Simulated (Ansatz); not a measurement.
An Ansatz (a program for electronic structure) run: TiAl with a change (uniaxial strain ε_xx = +0.50 %); Ansatz, LDA, PAW, cutoff 420 eV, scalar-relativistic without spin-orbit coupling.

Input:

Ansatz 0.2 input:
```yaml
crystal:
  lattice:
    - [2.7799948743, 0, 0]
    - [0, 2.766164054, 0]
    - [0, 0, 4.0020947919]
  atoms:
    - { symbol: Ti, position: [0, 0, 0] }
    - { symbol: Al, position: [0.5, 0.5, 0.5] }
basis: { ecutwfc: 420, ecutrho_ratio: 4, xc_grid: 2, fft_grid_basis: typed }
kpoints: { mp_grid: { grid: [21, 21, 15] } }
hamiltonian:
  xc: lda
  dispersion: none
  pseudopotentials: { kind: paw }
scf: { occupations: { method: fermi_dirac, width: 0.1 }, convergence: { dr2_threshold: 0.0000000002 } }
relax: { f_tol: 0.005, max_steps: 50 }
output: { forces: true, stress: true }
checkpoint: { write: state.ck, write_every: 1000 }
```

Output (explanatory and most iteration lines left out):

```
Relaxation: its limit of steps is 50 (relax.max_steps)
Pseudopotential: Ti, paw, valence charge 12
Pseudopotential: Al, paw, valence charge 3
Crystal: 2 atoms, lattice volume = 30.776 Å³
Basis set: ecut = 420 eV, 617 PW (Γ), exchange–correlation on 40×40×54 points (8 copies of the dense FFT grid, shifted against one another)
Bands: 12, of which v1, the nominal top of the filled ones, is band 8 counted from 1 (7 counted from 0)
Symmetry: 8 space group operations
Space group: Pmmm (ITA 47), of the structure as read, at distance tolerance 3.1e-5 Å
k-points: 968 of 6615
Functional: x = slater, c = lda
SCF iter   1: F=—  HF=-2964.056513 eV  |F-HF|=—  |Δ(HF+E_count)|=         —  Δρ=5.59e-3  dr2=1.37e-2  ethr=1.77e-3  ⟨swp⟩=5.0  Hψ=58725  notcnv=0
SCF iter   2: F=—  HF=-2964.055244 eV  |F-HF|=—  |Δ(HF+E_count)|=   1.27e-3  Δρ=3.91e-3  dr2=8.75e-3  ethr=9.16e-5  ⟨swp⟩=1.0  Hψ=19360  notcnv=0
SCF 1 converged in 7 iterations: F = -2964.053573 eV  dr2 = 4.13e-11
relax step   1: F+E_penalty+E_count = -2964.05357280 eV  Δ(F+E_penalty+E_count) = +0.000e0 eV  max|allowed force component| = 1.479e-31 eV/Å  Δτ_max = 0.0000 Å  (7 SCF iters, accepted)
SCF converged after 7 iterations
Free energy (F): -2964.053573 eV
Internal energy: -2963.995072 eV  (E = F + TS)
E sigma→0 (E₀):  -2964.024323 eV
Entropy (-TS):   -0.058500 eV (-29.250 meV/atom)
Fermi energy:    11.417865 eV
--- Forces (eV/Å), atoms counted from 1 ---
  atom   1  Ti     0.00000000     0.00000000     0.00000000
  atom   2  Al    -0.00000000    -0.00000000     0.00000000
--- Stress (GPa, compression-positive) ---
       -1.034443       0.000000      -0.000000
        0.000000      -0.335824       0.000000
       -0.000000       0.000000      -0.489096
  P = ⅓ Tr σ = -0.6198 GPa (-6.198 kbar)
--- Relaxed structure (1 steps of the walk, 1 accepted, 0 SCFs on fresh bases) ---
  atoms:
    - { symbol: Ti, position: [0.0, 0.0, 0.0] }
    - { symbol: Al, position: [0.5, 0.49999999999999994, 0.5] }
```

Whether these cells are dynamically stable was not tested. The final runs are not spin-polarised. The cell was made from TiAl (space group P4/mmm, No. 123) by this change: uniaxial strain ε_xx = +0.50 %.
